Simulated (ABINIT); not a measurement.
Troubleshooting ABINIT: a failed run on SnO₂ (P4_2/nmc, 6 atoms in the cell). The aim is a self-consistent single point with DFT, PBE, plane waves, norm-conserving pseudopotentials (PseudoDojo nc-sr-05 PBE standard).

Cell that was meant: a = 3.6095 Å, b = 3.6095 Å, c = 5.1937 Å, α = 90.00°, β = 90.00°, γ = 90.00°.

Part of the input:

```
nshiftk 1
shiftk 0.5 0.5 0.5
nstep 80
prtwf 0
prtden 0
prtvol 1
enunit 1
```

The program printed (abridged):

```
 Perdew, Burke & Ernzerhof
 J. P. Perdew, K. Burke, and M. Ernzerhof, Phys. Rev. Lett. 77, 3865 (1996)
 J. P. Perdew, K. Burke, and M. Ernzerhof, Phys. Rev. Lett. 78, 1396 (1997)
 Perdew, Burke & Ernzerhof
 J. P. Perdew, K. Burke, and M. Ernzerhof, Phys. Rev. Lett. 77, 3865 (1996)
 J. P. Perdew, K. Burke, and M. Ernzerhof, Phys. Rev. Lett. 78, 1396 (1997)

--- !ERROR
src_file: m_chkinp.F90
src_line: 4101
mpi_rank: 0
message: |
    For the SCF case, one and only one of the input tolerance criteria
    toldff, tolrff, toldfe or tolvrs must differ from zero, while they are
    toldff=  0.000000E+00, tolrff=  0.000000E+00, toldfe=  0.000000E+00
    and tolvrs=  0.000000E+00 for idtset: 1
    Action: change your input file and resubmit the job.
...

--- !ERROR
src_file: m_chkinp.F90
src_line: 4218
mpi_rank: 0
message: |
    Checking consistency of input data against itself gave 1 inconsistency.
    The details of the problem can be found above (or in output or log file).
    In parallel, the details might not even be printed there. Then, try running in sequential to see the details.
...

 abinit_abort: decision taken to exit. Check above messages for more info
Abort(13) on node 0 (rank 0 in comm 0): application called MPI_Abort(MPI_COMM_WORLD, 13) - process 0

--- !ERROR
src_file: m_chkinp.F90
src_line: 4101
mpi_rank: 0
message: |
    For the SCF case, one and only one of the input tolerance criteria
    toldff, tolrff, toldfe or tolvrs must differ from zero, while they are
    toldff=  0.000000E+00, tolrff=  0.000000E+00, toldfe=  0.000000E+00
    and tolvrs=  0.000000E+00 for idtset: 1
    Action: change your input file and resubmit the job.
...

--- !ERROR
src_file: m_chkinp.F90
src_line: 4218
mpi_rank: 0
message: |
    Checking consistency of input data against itself gave 1 inconsistency.
    The details of the problem can be found above (or in output or log file).
    In parallel, the details might not even be printed there. Then, try running in sequential to see the details.
...
```

Question: Read the log: what does the program object to, and what is the fix?

Answer: The fault is no stopping criterion. The self-consistent loop needs one tolerance to decide when to stop. To fix it, give one tolerance. The program stopped before any SCF iteration.

The sound input it was made from differs as follows (other fixes are possible):
```diff
+tolvrs 1.0e-12
```

With that input, the run converged in 12 iterations: free energy E − TS -6090.42 eV; top of the valence band (on the code's own zero) 2.80 eV; gap on the k-point mesh 1.99 eV; pressure 3.54 GPa; largest force (vector length) 0.329 eV/Å (DFT, PBE, plane waves, norm-conserving pseudopotentials (PseudoDojo nc-sr-05 PBE standard)).

On the sound input: the starting cell was generated: these elements placed on a structure prototype, without a prior relaxation; it need not be a known phase or ordering of this composition. With a pressure of about 4 GPa the cell is away from its equilibrium volume at this level. The shifted mesh does not hold Γ, so a gap read on it misses any band edge there.
